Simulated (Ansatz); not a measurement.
System: Ca2BeN2 (model structure, started from the Ca2ZnN2 type, I4/mmm, No. 139, 5 atoms in the cell). Method: G0W0@PBEsol (plane waves, hard PAW, contour deformation; Ansatz, an electronic-structure program).

The cell is the one relaxed with PBEsol. Conventional cell: a = 3.5166 Å, b = 3.5166 Å, c = 11.4577 Å, α = 90.00°, β = 90.00°, γ = 90.00°.

The quasiparticle gap at Γ at a fixed k mesh 2×2×2:

```json
[
 {"response cutoff": "150 eV, 543 empty bands", "value (eV)": "1.780"},
 {"response cutoff": "200 eV, 836 empty bands", "value (eV)": "1.837"},
 {"response cutoff": "250 eV, 1168 empty bands", "value (eV)": "1.865"},
 {"response cutoff": "300 eV, 1536 empty bands", "value (eV)": "1.882"}
]
```

Task: Taking the value to converge with the response cutoff E as E^(−3/2), extrapolate from the last two rows.

Result: With y = y∞ + c/w and weights w = 3953 and 5196 for the last two rows, y∞ = (w2 y2 − w1 y1)/(w2 − w1) = (5196 × 1.882 − 3953 × 1.865)/1243 = 1.936 eV, which lies 0.054 beyond the last row. Successive pairs of rows give 1.943, 1.935, 1.936. The limit also hangs on the law assumed, so its last digits aren't firm.

The other settings are not extrapolated, so this is the limit in one setting alone.

At the last cutoff the smallest gap on this mesh is 1.80 eV, with an edge away from Γ.

A model structure was made by putting elements into a prototype or built by hand; it is no filed structure, need not be a known phase, and can be a saddle point held by its symmetry.
